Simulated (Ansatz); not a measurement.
Start from a 24-atom supercell of MgSe in the rock salt structure (space group Fm-3m, No. 225; a = 5.4498 Å) at its relaxed geometry.

All numbers come from PBEsol/PAW in Ansatz (a quantum-chemistry and plane-wave program), no spin-orbit coupling.

Before the change:

| Property | Result |
|---|---|
| Gap of the supercell | 1.78 eV |
| Mean distance from the defect site to its nearest host atoms | 2.72 Å |

The change: a neutral Se vacancy, atoms relaxed at fixed cell, starting from a slightly rattled geometry.

Task: Predict the new gap of the supercell.

Result: The gap of the supercell shrinks by 1.30 eV (1.78 eV → 0.48 eV).

Task: Predict the new mean distance from the defect site to its nearest host atoms.

Result: The mean distance from the defect site to its nearest host atoms drops by 0.079 Å to 2.65 Å.

The magnetic state is the one reached from the starting moments; the real material's order can differ, and small cells can't hold many antiferromagnetic ones. The cell is small, so the values are those of an ordered compound at a high defect concentration; dilute-limit values will differ. Seeded moments were not kept for Se vacancy. The defect cell is spin-polarised and ends with 0.0 μB.
